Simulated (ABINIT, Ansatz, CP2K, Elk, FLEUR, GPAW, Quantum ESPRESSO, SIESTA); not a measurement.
## KF (Fm-3m, 2 atoms in the cell) computed with different codes at matched settings

Self-consistent single point.

```
KF
1.0
    0.00000     2.62442     2.62442
    2.62442     0.00000     2.62442
    2.62442     2.62442     0.00000
K F
1 1
Direct
  0.00000   0.00000   0.00000
  0.50000   0.50000   0.50000
```

All programs got the same cell, k-point mesh and kind of occupations (some realise fixed ones as a very narrow smearing) (in Ansatz's words: kpoints.mp_grid.grid = 6 6 6; scf.occupations.method = fixed); potentials, basis and cutoffs are each program's usual ones.

```csv
code,model,pressure (GPa),gap on the mesh (eV),k-points,cutoff
FLEUR,"PBE, all-electron FLAPW (FLEUR), scalar-relativistic valence",–,6.633,16,Kmax 3.8 1/bohr
GPAW,"PBE, GPAW PAW datasets PBE (gpaw-data 1.0.1)",–,6.472,16,900 eV
Ansatz,"PBE, PAW files",3.36,6.475,16,default
Elk,"PBE, all-electron FP-LAPW, Elk's shipped species files, APW+lo basis with extra local orbitals",–,6.503,16,rgkmax 7.5
CP2K,"PBE, GPW, DZVP-MOLOPT-SR-GTH basis, GTH-PBE potentials (GTH_POTENTIALS)",3.84,6.555,112,grid 550 Ry
Quantum ESPRESSO,"PBE, SSSP 1.1.2 efficiency (PBE) pseudopotentials",3.38,6.467,16,50 Ry
ABINIT,"PBE, norm-conserving pseudopotentials (PseudoDojo nc-sr-05 PBE standard)",3.43,6.492,16,42 Ha
SIESTA,"GGA PBE, numerical atomic orbitals DZP, PseudoDojo PBE standard norm-conserving potentials (rewritten from UPF to PSML)",3.82,6.064,132,grid 300 Ry
```

A dash marks a value that a program does not give, or that is left out as unsure.

Gaps are read on the mesh.

The spread over the programs that give each value: pressure within 0.48 GPa; gap on the mesh within 0.569 eV.

The starting cell comes from a database of computed structures (which also holds hypothetical and non-ambient phases and stackings), without a prior relaxation at this level. Its lattice was rescaled by a random factor within 2.5 % of one. On Ansatz's run: In the base run, with a pressure of about 4 GPa the cell is away from its equilibrium volume at this level.

Question: Why do the programs differ, and what cannot be compared?

Answer: Differences of this kind can come from the potentials, where these differ, and from what each basis and cutoff leave unconverged. The zero of total energies and Fermi levels follows the potentials and each program's conventions, so they are not compared here. CP2K and SIESTA use small atom-centred bases, whose incompleteness enters pressures, forces and empty levels differently from a plane-wave cutoff. FLEUR and Elk treat all electrons, but the usual bases taken here (sphere radii, linearisation, local orbitals, empty states) were not tested for convergence, so the values are no reference for the others. Ansatz's pressure is given at a fixed set of plane waves, as the other plane-wave codes print theirs; with its correction for the finite basis it is 3.54 GPa. The pressure of GPAW is left out: its cutoff lies under the one at which its stress was checked. The programs reduce the same mesh by symmetry to different extents, which changes the work and not the result. In the gap, FLEUR (by 0.160) and SIESTA (by 0.409) lie more than 0.12 eV from the median of the plane-wave programs.

Ansatz is an electronic-structure program.

Keys are those of Ansatz 0.2.
